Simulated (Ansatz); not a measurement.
Consider the formation energy of TaSi2 (P6₂22) from the elements. Reaction: 2 Si (diamond) + Ta (bcc) → TaSi2 (P6₂22). The sign is products less reactants. The value is per atom of the solid.

TaSi2 (P6₂22), 9 atoms in the cell, k-point mesh 12×12×6 on the run's own vectors.
```xyz
9
Lattice="4.8064 0.0000 0.0000 -2.4032 4.1625 0.0000 0.0000 0.0000 6.5989" Properties=species:S:1:pos:R:3 pbc="T T T"
Ta     3.6048     2.0812     1.0998
Ta     2.4032     0.0000     3.2995
Ta     1.2016     2.0812     5.4991
Si     2.4032     2.8391     3.2995
Si    -1.2571     3.5008     5.4991
Si     1.1461     0.6617     1.0998
Si     0.0000     1.3233     3.2995
Si     3.6604     0.6617     5.4991
Si     1.2571     3.5008     1.0998
```

Si (diamond, Fd-3m), 2 atoms in the cell, k-point mesh 10×10×10 on the run's own vectors. Conventional cell: a = b = c = 5.4697 Å, α = β = γ = 90.00°.

Ta (bcc, Im-3m), 1 atom in the cell, k-point mesh 26×26×26 on the run's own vectors. Conventional cell: a = b = c = 3.321 Å, α = β = γ = 90.00°.

All numbers come from Ansatz (an electronic-structure program), plane waves with PAW, its PAW set soft_1, cutoff 500 eV. The structures are at rest with PBE; other levels are single points on them. Neutral cells; Fermi-Dirac smearing of at most 0.10 eV in the solids, energies taken to zero width. The lattices are those relaxed with PBE, so at other levels the solids can be strained. A dispersion term (D3(BJ), or D4 for r2SCAN) was computed beside these levels and is taken off wherever the name lacks it. Static lattices, no vibrational contributions. Cells are local rest points, mostly with their start's symmetry. The runs are scalar-relativistic, without spin-orbit coupling.

Question: What value does r2SCAN give?

Answer: -0.45 eV/atom, for 2 Si (diamond) + Ta (bcc) → TaSi2 (P6₂22).
